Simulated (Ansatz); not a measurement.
**hcp Ru (1 1 0) on rutile TiO2 (1 0 0) (film strained to the substrate, started from cuts of the bulks and a machine-learned relaxation; slabs Ti18O36 and Ru28, which can lie off the formulas)**

A periodic stack without vacuum, hcp Ru (1 1 0) on rutile TiO2 (1 0 0) (film strained to the substrate, started from cuts of the bulks and a machine-learned relaxation; slabs Ti18O36 and Ru28, which can lie off the formulas): substrate slab Ti18O36, film Ru28, surface cells [[0, 3], [-1, 0]] and [[2, 0], [0, 1]], film strained by -1.5 and +3.6 %, outermost planes O/O and Ru/Ru as cut, which need not be the usual terminations and can put a slab off its formula.

The start was prepared with a machine-learned potential, and the result is one local minimum, with the in-plane cell held and forces under 0.04 eV/Å; the film can end far from its bulk form.

Level of theory: PBE (plane waves to 420 eV, PAW; Ansatz, a program for electronic structure). Scalar-relativistic, without spin–orbit coupling; the runs are not spin-polarised; PBE gaps are too small against experiment. Its k-point mesh 3×6×1, Fermi–Dirac width 0.05 eV.

| Quantity | Result |
|---|---|
| interface area | 41.3 Å² |
| period | 24.84 Å |
| heights between the nearest atoms of the two slabs at the two interfaces | 1.69 and 1.31 Å |
| Ru–Ti contacts across the interfaces within 1.22 times the sum of covalent radii | 16, mean 3.35 Å |
| O–Ru contacts across the interfaces within 1.22 times the sum of covalent radii | 10, mean 2.20 Å |

```
CELL_PARAMETERS angstrom
      8.89123    -0.00010    -0.06186
     -0.00001     4.64349    -0.00893
      1.05790    -0.04987    24.83523
ATOMIC_POSITIONS crystal
  Ti 0.97721 0.00458 0.15283
  Ti 0.30399 0.02318 0.15966
  Ti 0.64929 0.02380 0.15880
  Ti 0.14896 0.51484 0.06198
  Ti 0.48467 0.51127 0.07489
  Ti 0.82411 0.51862 0.06030
  O  0.99279 0.74316 0.03417
  O  0.33843 0.64089 0.02315
  O  0.63907 0.63645 0.02283
  O  0.13693 0.20970 0.19383
  O  0.47390 0.21190 0.19476
  O  0.81021 0.20888 0.19380
  O  0.15194 0.80354 0.12307
  O  0.48068 0.80439 0.12352
  O  0.80958 0.80449 0.12224
  O  0.98244 0.28758 0.09432
  O  0.31372 0.28608 0.09985
  O  0.65281 0.28863 0.09973
  Ti 0.95848 0.02106 0.34420
  Ti 0.29225 0.02125 0.34365
  Ti 0.62570 0.01906 0.34340
  Ti 0.13291 0.51746 0.25149
  Ti 0.46802 0.51281 0.25116
  Ti 0.80224 0.51581 0.25092
  O  0.97143 0.70515 0.21634
  O  0.30476 0.70788 0.21772
  O  0.63807 0.70712 0.21750
  O  0.12151 0.20552 0.38300
  O  0.45525 0.20648 0.38284
  O  0.78822 0.20488 0.38383
  O  0.12801 0.80911 0.31097
  O  0.46246 0.80832 0.31138
  O  0.79596 0.81066 0.31080
  O  0.96413 0.31067 0.28915
  O  0.29701 0.30762 0.28883
  O  0.63194 0.30810 0.28896
  Ti 0.93841 0.02384 0.53146
  Ti 0.27463 0.01115 0.52535
  Ti 0.60984 0.01923 0.53123
  Ti 0.11432 0.51841 0.43764
  Ti 0.45191 0.51530 0.43747
  Ti 0.78238 0.50506 0.43989
  O  0.95052 0.70408 0.40614
  O  0.28619 0.70606 0.40597
  O  0.62148 0.70412 0.40633
  O  0.11259 0.13524 0.57610
  O  0.42556 0.13659 0.57697
  O  0.76994 0.20595 0.56918
  O  0.10909 0.78140 0.50051
  O  0.44452 0.78069 0.50098
  O  0.77662 0.78278 0.50383
  O  0.94840 0.30072 0.47784
  O  0.27911 0.29918 0.47669
  O  0.60940 0.30055 0.47790
  Ru 0.51280 0.97997 0.64594
  Ru 0.02389 0.98133 0.64646
  Ru 0.27130 0.34026 0.64506
  Ru 0.77027 0.34110 0.64491
  Ru 0.51405 0.49612 0.69754
  Ru 0.01556 0.49720 0.69795
  Ru 0.26421 0.81991 0.69953
  Ru 0.76398 0.82715 0.69729
  Ru 0.51038 0.99456 0.75277
  Ru 0.00882 0.99389 0.75277
  Ru 0.25868 0.32517 0.75129
  Ru 0.75960 0.32717 0.75237
  Ru 0.50324 0.49338 0.80619
  Ru 0.00341 0.49530 0.80754
  Ru 0.25388 0.82941 0.80789
  Ru 0.75377 0.82808 0.80662
  Ru 0.49946 0.99836 0.86262
  Ru 0.99883 0.99776 0.86248
  Ru 0.24604 0.32672 0.86114
  Ru 0.74939 0.32706 0.86114
  Ru 0.49416 0.49892 0.91146
  Ru 0.99398 0.50014 0.91680
  Ru 0.24053 0.83020 0.91542
  Ru 0.74333 0.82850 0.91462
  Ru 0.48597 0.96925 0.97021
  Ru 0.98060 0.00268 0.96854
  Ru 0.25565 0.33397 0.96735
  Ru 0.72794 0.33183 0.96721
```
